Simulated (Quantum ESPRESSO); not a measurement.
# A series of runs on Sn₂S₃ (Pnma, 20 atoms in the cell)

```xyz
20
Lattice="9.1178 0.0000 0.0000 0.0000 3.7635 0.0000 0.0000 0.0000 14.4736" Properties=species:S:1:pos:R:3 pbc="T T T"
Sn     3.1076     2.8226     7.9747
Sn     6.0102     0.9409     6.4990
Sn     1.4513     0.9409     0.7379
Sn     7.6665     2.8226    13.7358
Sn     8.8439     2.8226     4.8565
Sn     0.2739     0.9409     9.6172
Sn     4.8328     0.9409    12.0933
Sn     4.2850     2.8226     2.3803
S      4.3692     2.8226     5.7319
S      4.7486     0.9409     8.7418
S      0.1897     0.9409    12.9687
S      8.9280     2.8226     1.5050
S      7.5933     2.8226     7.2622
S      1.5245     0.9409     7.2115
S      6.0834     0.9409     0.0253
S      3.0344     2.8226    14.4483
S      2.0032     2.8226    10.2404
S      7.1146     0.9409     4.2333
S      2.5557     0.9409     3.0036
S      6.5621     2.8226    11.4701
```

Base run A: LDA (PZ), GBRV 1.5 ultrasoft (LDA) pseudopotentials (Quantum ESPRESSO), self-consistent single point.

Its settings: ecutwfc = 40 Ry; ecutrho = 200 Ry; occupations = fixed; potentials = {Sn: sn_lda_v1.4.uspp.F.UPF, S: s_lda_v1.4.uspp.F.UPF}; K_POINTS = automatic 3 6 2 1 1 1; nbnd = 96; conv_thr = 1e-10 Ry; mixing_beta = 0.3.

The starting cell comes from a database of computed structures (which also holds hypothetical and non-ambient phases and stackings), without a prior relaxation at this level. The shifted mesh does not hold Γ, so a gap read on it misses any band edge there.

ΔF is the free energy per atom less that of run A. 

| run | change | ΔF (meV/atom) | pressure (GPa) | largest force (eV/Å) | gap on the mesh (eV) |
|---|---|---|---|---|---|
| A | base | 0.00 | -2.62 | 0.088 | 0.934 |
| B | lattice scaled by 0.97 | 7.5 | 4.20 | 0.898 | 0.942 |
| C | lattice scaled by 0.97; ecutwfc: 40 Ry → 24 Ry; ecutrho: 200 Ry → 120 Ry | 667.8 | -9.09 | 0.915 | 0.946 |
| D | lattice scaled by 0.985 | -7.7 | 0.41 | 0.434 | 0.942 |
| E | lattice scaled by 0.985; ecutwfc: 40 Ry → 24 Ry; ecutrho: 200 Ry → 120 Ry | 650.9 | -12.29 | 0.437 | 0.945 |
| F | lattice scaled by 1.015 | 27.1 | -5.02 | 0.422 | 0.917 |
| G | lattice scaled by 1.015; ecutwfc: 40 Ry → 24 Ry; ecutrho: 200 Ry → 120 Ry | 687.2 | -16.63 | 0.424 | 0.919 |
| H | lattice scaled by 1.03 | 70.5 | -6.90 | 0.723 | 0.893 |
| I | lattice scaled by 1.03; ecutwfc: 40 Ry → 24 Ry; ecutrho: 200 Ry → 120 Ry | 730.5 | -18.00 | 0.723 | 0.895 |
| J | ecutwfc: 40 Ry → 24 Ry; ecutrho: 200 Ry → 120 Ry | 659.9 | -14.76 | 0.087 | 0.936 |

Run H against A: The free energy rises by 70.5 meV/atom, the pressure goes from -2.62 to -6.90 GPa, the largest force goes from 0.088 to 0.723 eV/Å and the gap on the mesh goes from 0.934 to 0.893 eV.

Run B against A: The free energy rises by 7.5 meV/atom, the pressure goes from -2.62 to 4.20 GPa, the largest force goes from 0.088 to 0.898 eV/Å and the gap on the mesh hardly changes (0.934 to 0.942 eV).
